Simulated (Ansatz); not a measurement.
System: CaO (model structure, F-43m, No. 216, 2 atoms in the cell). Method: r²SCAN (Ansatz, a quantum-chemistry and plane-wave program, plane waves, PAW).

Settings: plane-wave cutoff 560 eV, 12×12×12 k mesh, Fermi–Dirac smearing 0.01 eV, scalar-relativistic PAW data made under PBE.

Cell (relaxed at this level):

```yaml
crystal:
  lattice:
    - [0.00000, 2.60631, 2.60631]
    - [2.60631, 0.00000, 2.60631]
    - [2.60631, 2.60631, 0.00000]
  atoms:
    - { symbol: Ca, position: [0.00000, 0.00000, 0.00000] }
    - { symbol: O, position: [0.25000, 0.25000, 0.25000] }
```

Question: Give the computed band gap and bulk modulus.

Answer: 
- band gap = 3.76 eV (on the SCF k mesh)
- bulk modulus = 82.7 GPa

Note: the bulk modulus is −V dP/dV from two relaxed cells at ±2 % in volume; the relaxation could raise the start's symmetry but not lower it, so the cell can be a saddle point.

The computed numbers hold no vibrational or temperature effects.

It cost roughly 40 core-seconds of CPU time.

A model structure was made by putting elements into a prototype or built by hand; it is no filed structure, need not be a known phase, and can be a saddle point held by its symmetry.
